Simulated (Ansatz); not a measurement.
## Be: energy against strain

Be (hcp, P6_3/mmc, 7.835 Å³/atom at rest, c along z) under a strain ε along a direction in the basal plane (axis x), the other axes held. PBEsol in Ansatz, a plane-wave DFT program (PAW, default set), 420 eV, 29×29×16 Γ-centred mesh, Fermi-Dirac smearing 0.10 eV; ions are relaxed within the symmetry of each cell.

Here s stands for strain and y for E less E0.

```csv
strain (%),E less E0 (meV/atom)
-3.00,?
-1.50,1.83
-1.00,0.78
-0.50,0.18
0.00,0.00
0.50,0.22
1.00,0.81
1.50,1.75
```

**Question.** Fit y against s with a parabola, and predict the withheld value at s = -3.00.

**Answer.** Least squares gives y = 0.000 - 0.0100·s + 0.7952·s². Residuals (row less fit): 0.026, -0.025, -0.024, 0.000, 0.026, 0.025, -0.024; standard error 0.031 (degrees of freedom: 4). Twice the quadratic coefficient over the volume, 2 × 0.7952 meV × 10⁴ × 0.1602 / 7.835 Å³, is the elastic constant C11 = 325 ± 5 GPa. At the withheld row, y = 0.000 - 0.0100 × (-3.0) + 0.7952 × (-3.0)² = 7.187 meV/atom. The calculation gives 7.81 meV/atom, 0.623 meV/atom above the prediction (8.0 % of the range of y in the table). The row lies outside the fitted rows, so this is an extrapolation. From the scatter of the fitted rows alone, a prediction at this place has a standard error of 0.117 meV/atom, so the miss is 5.3 times that.

One order more, fitted to all 13 runs of the series, follows each within 0.01, so the miss is the next term of a smooth law. In a metal these values are sensitive to mesh and smearing; energies are taken to zero smearing, stresses follow the free energy. Rows are the converged runs of the series near zero and its far end; series whose fitted rows scatter by over a few per cent of the range, as at a crossing or softening among them, aren't shown in this form. Most that stay on the fit to the last digits aren't either.
